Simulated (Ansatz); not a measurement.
Pressure series in CrI3

Take CrI3 in the BiI3 type structure (space group R-3, No. 148; a = 6.818 Å, c = 19.478 Å (hexagonal axes); ferromagnetic; layered, stacked along the Cartesian z axis) as the base.

Cell and atoms are relaxed at each pressure.

Computed with Ansatz (an electronic-structure program), PBE-D3(BJ), PAW, cutoff 420 eV, no SOC.

```
pressure (GPa)  volume per atom (Å³/atom)
--------------  -------------------------
0                                  32.673
0.3                                32.117
0.7                                31.502
1.5                                     ?
3                                  29.080
5                                  27.715
7.5                                26.452
10                                 25.454
```

**Question.** Fit the third-order Birch–Murnaghan form P(V) = (3B₀/2)[(V₀/V)^(7/3) − (V₀/V)^(5/3)]·[1 + (3/4)(B₀′ − 4)((V₀/V)^(2/3) − 1)] (squares taken in P) to the rows shown and predict the withheld row.

**Answer.** Least squares on the printed values gives V₀ = 32.645 Å³/atom, B₀ = 17.7 GPa, B₀′ = 6.8; this predicts 30.512 Å³/atom, and the run gives 30.493 Å³/atom, 0.019 lower.

Other magnetic orders, which the real material may have, were not ruled out. Load acts through the strain it causes; cell and atoms are relaxed under it. No phonon test of stability was made. Competing high-pressure phases were not computed. The D3 term's C6 switches between coordination references near this geometry, which can add small steps to energies.
